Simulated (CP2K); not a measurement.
# CP2K run on TiBeB (P-6m2, 3 atoms in the cell): self-consistent single point

Method of the run: LDA (Pade form), GPW, DZVP-MOLOPT-SR-GTH basis, GTH-PADE potentials (GTH_POTENTIALS) (CP2K).

Input:

```
&GLOBAL
  PROJECT scf
  RUN_TYPE ENERGY_FORCE
  PRINT_LEVEL MEDIUM
&END GLOBAL
&FORCE_EVAL
  METHOD Quickstep
  STRESS_TENSOR ANALYTICAL
  &DFT
    BASIS_SET_FILE_NAME BASIS_MOLOPT
    POTENTIAL_FILE_NAME GTH_POTENTIALS
    &QS
      METHOD GPW
      EPS_DEFAULT 1E-10
    &END QS
    &MGRID
      CUTOFF 600
      REL_CUTOFF 40
      NGRIDS 5
    &END MGRID
    &SCF
      SCF_GUESS ATOMIC
      EPS_SCF 1E-6
      MAX_SCF 100
      ADDED_MOS 4
      &DIAGONALIZATION
        ALGORITHM STANDARD
      &END DIAGONALIZATION
      &MIXING
        METHOD BROYDEN_MIXING
        ALPHA 0.3
        NBUFFER 10
      &END MIXING
      &SMEAR ON
        METHOD FERMI_DIRAC
        ELECTRONIC_TEMPERATURE [K] 1160.45
      &END SMEAR
    &END SCF
    &KPOINTS
      SCHEME MONKHORST-PACK 8 8 7
      GAMMA_CENTERED T
    &END KPOINTS
    &XC
      &XC_FUNCTIONAL PADE
      &END XC_FUNCTIONAL
    &END XC
    &PRINT
      &MO
        EIGENVALUES T
        OCCUPATION_NUMBERS T
        NDIGITS 8
        FILENAME mo
        &EACH
          QS_SCF 0
        &END EACH
        ADD_LAST NUMERIC
      &END MO
      &MULLIKEN ON
      &END MULLIKEN
    &END PRINT
  &END DFT
  &SUBSYS
    &CELL
      A 3.27824000 0.00000000 0.00000000
      B -1.63912000 2.83903900 0.00000000
      C 0.00000000 0.00000000 3.14291000
      PERIODIC XYZ
    &END CELL
    &COORD
      Ti       0.00000000     0.00000000     0.00000000
      Be      -0.00000164     1.89269361     1.57145500
      B        1.63912164     0.94634539     1.57145500
    &END COORD
    &KIND Ti
      BASIS_SET DZVP-MOLOPT-SR-GTH
      POTENTIAL GTH-PADE-q12
    &END KIND
    &KIND Be
      BASIS_SET DZVP-MOLOPT-SR-GTH
      POTENTIAL GTH-PADE-q4
    &END KIND
    &KIND B
      BASIS_SET DZVP-MOLOPT-SR-GTH
      POTENTIAL GTH-PADE-q3
    &END KIND
  &END SUBSYS
  &PRINT
    &FORCES ON
    &END FORCES
    &STRESS_TENSOR ON
    &END STRESS_TENSOR
  &END PRINT
&END FORCE_EVAL
```

The program printed (abridged):

```
 GLOBAL| Method name                                                        CP2K
 GLOBAL| Project name                                                        scf
 GLOBAL| Run type                                                   ENERGY_FORCE

 CELL| Volume [angstrom^3]:                                            29.251224
 CELL| Vector a [angstrom]:       3.278     0.000     0.000   |a| =     3.278240
 CELL| Vector b [angstrom]:      -1.639     2.839     0.000   |b| =     3.278240
 CELL| Vector c [angstrom]:       0.000     0.000     3.143   |c| =     3.142910
 CELL| Angle (b,c), alpha [degree]:                                    90.000000
 CELL| Angle (a,c), beta  [degree]:                                    90.000000
 CELL| Angle (a,b), gamma [degree]:                                   120.000001
 CELL| Numerically orthorhombic:                                              NO
 CELL| Periodicity                                                           XYZ

 DFT| Spin restricted Kohn-Sham (RKS) calculation                            RKS
 DFT| Multiplicity                                                             2
 DFT| Number of spin states                                                    1
 DFT| Charge                                                                   0
 DFT| XC density smoothing                                                  NONE
 DFT| XC derivatives                                                          PW

 QS| Method:                                                                 GPW
 QS| Density plane wave grid type                        NON-SPHERICAL FULLSPACE
 QS| Number of grid levels:                                                    5
 QS| Density cutoff [a.u.]:                                                300.0
 QS| Multi grid cutoff [a.u.]: 1) grid level                               300.0
   [... lines left out ...]
 BRILLOUIN| Wavefunction type                                            COMPLEX
 BRILLOUIN| List of Kpoints [2 Pi/Bohr]                                      226
 BRILLOUIN| Number           Weight            X              Y              Z
 BRILLOUIN|     1           0.00446       -0.37500       -0.37500       -0.42857
 BRILLOUIN|     2           0.00446       -0.37500       -0.37500       -0.28571
 BRILLOUIN|     3           0.00446       -0.37500       -0.37500       -0.14286
   [... 223 lines left out ...]
 *******************************************************************************

 Extrapolation method: initial_guess

 Re-scaling the density matrix to get the right number of electrons
                  # Electrons              Trace(P)               Scaling factor
                           19                19.000                        1.000

 Number of electrons:                                                         19
 Number of occupied orbitals:                                                 10
 Number of molecular orbitals:                                                14

 Number of orbital functions:                                                 45
 Number of independent orbital functions:                                     45
 SCF WAVEFUNCTION OPTIMIZATION

  Step     Update method      Time    Convergence         Total energy    Change
     1 NoMix/Diag. 0.30E+00      -     1.82503034       -76.5048553657 -7.65E+01
     2 Broy./Diag. 0.30E+00      -     0.27277699       -77.0363048965 -5.31E-01
     3 Broy./Diag. 0.30E+00      -     0.01571975       -75.3576855963  1.68E+00
     4 Broy./Diag. 0.30E+00      -     0.01251736       -75.5854414478 -2.28E-01
     5 Broy./Diag. 0.30E+00      -     0.00422664       -75.5813294282  4.11E-03
     6 Broy./Diag. 0.30E+00      -     0.00136455       -75.6146173952 -3.33E-02
     7 Broy./Diag. 0.30E+00      -     0.00010282       -75.6023484011  1.23E-02
     8 Broy./Diag. 0.30E+00      -     0.00006366       -75.6023823770 -3.40E-05
     9 Broy./Diag. 0.30E+00      -     0.00000406       -75.6018532487  5.29E-04
    10 Broy./Diag. 0.30E+00      -     0.00000363       -75.6019361554 -8.29E-05
    11 Broy./Diag. 0.30E+00      -     0.00000054       -75.6019674162 -3.13E-05
  *** SCF run converged in    11 steps ***

  Electronic density on regular grids:        -18.9999999985        0.0000000015
  Core density on regular grids:               18.9999999986       -0.0000000014
  Total charge density on r-space grids:        0.0000000001
  Total charge density g-space grids:           0.0000000001

  Overlap energy of the core charge distribution:               0.00000000042155
  Self energy of the core charge distribution:               -126.63766419418815
  Core Hamiltonian energy:                                     29.55737304217345
  Hartree energy:                                              32.49297479234809
  Exchange-correlation energy:                                -11.01311297557688
  Electronic entropic energy:                                  -0.00153808281495
  Fermi energy:                                                 0.33985342272237

  Total energy:                                               -75.60196741623875
  Total energy (extrapolated to T->0):                        -75.60119837483127

                     Mulliken Population Analysis

 #  Atom  Element  Kind  Atomic population                           Net charge
       1     Ti       1         12.089771                             -0.089771
       2     Be       2          3.713713                              0.286287
       3     B        3          3.196515                             -0.196515
 # Total charge                             19.000000                  0.000000

 ENERGY| Total FORCE_EVAL ( QS ) energy [hartree]            -75.601951592298036

 FORCES| Atomic forces [hartree/bohr]
 FORCES|   Atom     x               y               z               |f|
 FORCES|      1 -7.06557108E-08  1.94414311E-08 -3.91841169E-16   7.32816396E-08
 FORCES|      2  6.78715365E-07 -3.80273505E-07  7.43031570E-16   7.77986173E-07
 FORCES|      3 -8.04072577E-07  4.74014862E-07  6.98817538E-16   9.33393164E-07
 FORCES| Sum    -1.96012923E-07  1.13182788E-07  1.05000794E-15
 FORCES| Total atomic force                                       2.26343565E-07

 STRESS| Analytical stress tensor [bar]
 STRESS|                        x                   y                   z
 STRESS|      x       -8.88413139277E+04   3.97965348619E+00   8.43999125544E-07
 STRESS|      y        3.97965348619E+00  -8.88358352827E+04   1.46518576769E-06
 STRESS|      z        8.43999125544E-07   1.46518576769E-06  -8.20495649226E+04
 STRESS| 1/3 Trace                                            -8.65755713777E+04
```

The run converged in 11 iterations.

The starting cell comes from a database of computed structures (which also holds hypothetical and non-ambient phases and stackings), without a prior relaxation at this level. Spin polarisation is off. Values carry the incompleteness of an atom-centred basis. With a pressure of about -9 GPa the cell is away from its equilibrium volume at this level.

Cost on one core of a shared machine: roughly 30 s.
